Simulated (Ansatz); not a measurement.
# Cu, response to strain

Take Cu in the fcc (Cu type) structure (space group Fm-3m, No. 225; relaxed with 0.1 eV smearing) as the base.

```
Cu
1.0
    0.00000     1.78838     1.78838
    1.78838     0.00000     1.78838
    1.78838     1.78838     0.00000
Cu
1
Direct
  0.00000   0.00000   0.00000
```

Strains are applied to the cell and any free atomic positions relax.

Calculations: r2SCAN (Ansatz, a quantum-chemistry and plane-wave program), spin-orbit coupling left out.

Notes on the quantities. energy relative to the base: free energy F.

```tsv
variant	energy relative to the base	shortest interatomic distance	pressure
base	0 meV/atom	2.529 Å	0.0 GPa
isotropic strain −3.00 %	+53 meV/atom	2.453 Å	18.7 GPa
isotropic strain −2.50 %	+36 meV/atom	2.466 Å	15.0 GPa
isotropic strain −2.00 %	+23 meV/atom	2.479 Å	11.5 GPa
isotropic strain −1.50 %	+13 meV/atom	2.491 Å	8.3 GPa
isotropic strain −1.00 %	+5.4 meV/atom	2.504 Å	5.3 GPa
isotropic strain −0.50 %	+1.3 meV/atom	2.517 Å	2.5 GPa
```

No phonon test of stability was made. All final runs are without spin polarisation.
